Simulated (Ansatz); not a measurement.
BaAl₄ (I4/mmm, No. 139) was calculated with LDA (PAW; Ansatz, a program for electronic structure).

Run with plane-wave cutoff 520 eV, 18×18×18 k mesh, Fermi–Dirac smearing 0.05 eV, scalar-relativistic PAW data made under PBE.

Cell (relaxed at this level):

```cif
data_Al8Ba2
_chemical_formula_sum 'Ba2 Al8'
_space_group_name_H-M_alt 'I4/mmm'
_space_group_IT_number 139
_space_group_name_Hall '-I 4 2'
_cell_length_a 4.47561
_cell_length_b 4.47561
_cell_length_c 11.14508
_cell_angle_alpha 90.000
_cell_angle_beta 90.000
_cell_angle_gamma 90.000
loop_
_atom_site_label
_atom_site_type_symbol
_atom_site_symmetry_multiplicity
_atom_site_Wyckoff_symbol
_atom_site_fract_x
_atom_site_fract_y
_atom_site_fract_z
_atom_site_occupancy
Ba1 Ba 2 a 0.00000 0.00000 0.00000 1
Al1 Al 4 d 0.00000 0.50000 0.25000 1
Al2 Al 4 e 0.00000 0.00000 0.38180 1
```
(The calculation used a cell of 5 atoms; values per cell refer to that cell.)

Problem. Estimate the bulk modulus B0 and pressure derivative B′ of the bulk modulus that the calculation returns.

Solution. 
* **bulk modulus B0**: 57.9 GPa
* **pressure derivative B′ of the bulk modulus**: 4.1

The run finds no gap.

Note: the bulk modulus comes from volumes at which shape and atoms were relaxed.

Spin–orbit coupling is not included.

Computed values are for the static lattice.

Cost on a shared machine: around 14 core-minutes (rough).
